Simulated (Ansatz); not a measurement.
# Nb2InC under a change: biaxial strain −2.98 %, plane normal [001], relaxed out of plane

Take Nb₂InC (space group P6_3/mmc, No. 194; a = 3.159 Å, c = 14.331 Å; a cell from a computed database, its experimental status unchecked) as the base. Axes: x lies along a and z along c of the hexagonal cell.

One thing is altered: compressive biaxial strain of 2.98 % in the plane normal to [001], as in epitaxy on a mismatched substrate; the out-of-plane cell vector and the atoms relax.

Calculations: PBEsol (Ansatz, a first-principles code, PAW, no spin-orbit coupling). Γ-centred 17×17×4 mesh, Fermi–Dirac width 0.05 eV.

| quantity | base | changed | shift |
|---|---|---|---|
| volume per atom | 15.48 Å³ | 14.93 Å³ | -0.55 Å³ |
| space group | P6_3/mmc (No. 194) | P6_3/mmc (No. 194) | – |
| pressure (mean of the normal stresses, compression positive) | 0.0 GPa | 6.7 GPa | +6.7 GPa |
| band gap | zero | zero | – |
| out-of-plane strain (rough) | – | +2.49 % | – |
| mean in-plane stress (compression positive) (rough) | – | +10.0 GPa | – |

Cost of the whole job for the changed cell (relaxation, final SCF and bands): roughly 4 core-minutes.

Without a gap, meshes like the base's 17×17×4 leave anisotropic stresses uncertain by several tenths of a GPa, and small strain energies with them. No phonon test of stability was made. All final runs are without spin polarisation.
